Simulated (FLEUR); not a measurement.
Input and output of a self-consistent single point for Si2Mo (I4/mmm, 3 atoms in the cell) (FLEUR).

Method of the run: PBE, all-electron FLAPW (FLEUR), scalar-relativistic valence in FLEUR.

The change in words: lattice scaled by 0.98. Reference geometry:
```
Si2Mo
1.0
   -1.62424     1.62424     3.96203
    1.62424    -1.62424     3.96203
    1.62424     1.62424    -3.96203
Si Mo
2 1
Direct
  0.66457   0.66457   0.00000
  0.33543   0.33543   0.00000
  0.00000   0.00000   0.00000
```

Reference input (self-consistent single point, DFT, PBE, all-electron FLAPW (FLEUR), scalar-relativistic valence): Kmax = 4.5 1/bohr; GmaxXC = 13.5 1/bohr; xcFunctional = pbe; jspins = 1; l_soc = F; mode = hist; fermiSmearingEnergy = 0.00367493 Htr; mesh (inpgen div1-3) = 11 11 11; inpgen gamma flag = false; Gmax = 13.5 1/bohr; numbands = 0; maxIterBroyd = 99. This run's input differs from it in these lines:

```diff
@@ -3,5 +3,5 @@
 &input film=f /
--3.0693668709 3.0693668709 7.4871459284
-3.0693668709 -3.0693668709 7.4871459284
-3.0693668709 3.0693668709 -7.4871459284
+-3.0079791178 3.0079791178 7.3374021405
+3.0079791178 -3.0079791178 7.3374021405
+3.0079791178 3.0079791178 -7.3374021405
 1.0
@@ -44,5 +44,5 @@
          <bravaisMatrix>
-            <row-1>   -3.0693668709000002     3.0693668709000002     7.4871459284000004</row-1>
-            <row-2>    3.0693668709000002    -3.0693668709000002     7.4871459284000004</row-2>
-            <row-3>    3.0693668709000002     3.0693668709000002    -7.4871459284000004</row-3>
+            <row-1>   -3.0079791178000002     3.0079791178000002     7.3374021405000001</row-1>
+            <row-2>    3.0079791178000002    -3.0079791178000002     7.3374021405000001</row-2>
+            <row-3>    3.0079791178000002     3.0079791178000002    -7.3374021405000001</row-3>
          </bravaisMatrix>
```

The program printed (abridged):

```
 Iteration:     1   Distance:      13.11297460 me/bohr^3
 Iteration:     2   Distance:      11.27546847 me/bohr^3
 Iteration:     3   Distance:       5.64452983 me/bohr^3
 Iteration:     4   Distance:       5.14034057 me/bohr^3
 Iteration:     5   Distance:       1.84869029 me/bohr^3
   [... 7 lines left out ...]
 Iteration:    13   Distance:       0.00017123 me/bohr^3
 Iteration:    14   Distance:       0.00008963 me/bohr^3
 Iteration:    15   Distance:       0.00002935 me/bohr^3
 Iteration:    16   Distance:       0.00000242 me/bohr^3
 Reset of history
 Run finished successfully
 Stop message:
   Structural relaxation: new displacements generated

[file out, last iteration]
             iter=     17
[...]
          total density-effective poten   -7.4896842663E+03
          total charge density-energy d   -1.6588261394E+02
 Updated energy parameters for spin:           1
[...]
 fermi energy and band-weighting factors:
    0.800418    0.854139

[...]
FERMIE:
          first approx. to ef    (T=0)  :   0.524445 htr   (energy of the highest occ. eigenvalue)
          number of occ. states  (T=0)  :       1384
          first approx. to seigv (T=0)  :  -3.050198 htr
          sum of weights of occ. states :  11.003757
          sum of semicore charge        :   0.000000 e
FERHIS:  Fermi-Energy by histogram:
          bandgap                     :   0.000738 htr
   [... lines left out ...]
          charge neutrality (T=0)     :   0.007513    (zero if the highest occ. eigenvalue is "entirely" occupied)
     EF_NEWTON:  Adjust Fermi-Energy by Newton-Method.
 Direct bandgap for spin            1 :    1.6794970639086082E-002  Htr
 ---->    free energy=                     -4629.7161741846 htr
   [... lines left out ...]
      extrapolation for T->0
 ---->    total electron energy=           -4629.7159955856 htr
 ***** TOTAL FORCES ON ATOMS *****
 TOTAL FORCE FOR ATOM TYPE=  1  X=  0.000   Y=  0.000   Z= -4.922
                       FX_TOT= 0.000000 FY_TOT= 0.000000 FZ_TOT= 0.002950
 TOTAL FORCE FOR ATOM TYPE=  2  X=  0.000   Y=  0.000   Z=  0.000
                       FX_TOT= 0.000000 FY_TOT= 0.000000 FZ_TOT= 0.000000
```

The run converged in 16 iterations. FLEUR gives forces in its relaxation mode, with a further iteration, so its stop message speaks of a relaxation. Against the reference run the free energy goes up by 6.8 meV/atom.

The starting cell comes from a database of computed structures (which also holds hypothetical and non-ambient phases and stackings), without a prior relaxation at this level. Its lattice was rescaled by a random factor within 2.5 % of one. For this run, on top of that: lattice scaled by 0.98. Spin polarisation is off. Values depend on the basis (sphere radii, cutoffs, local orbitals), which need not be converged. The log's line on a gap gives a spacing of levels on this mesh, which the program prints for metals too.

Cost on one core of a shared machine: roughly 7 min.
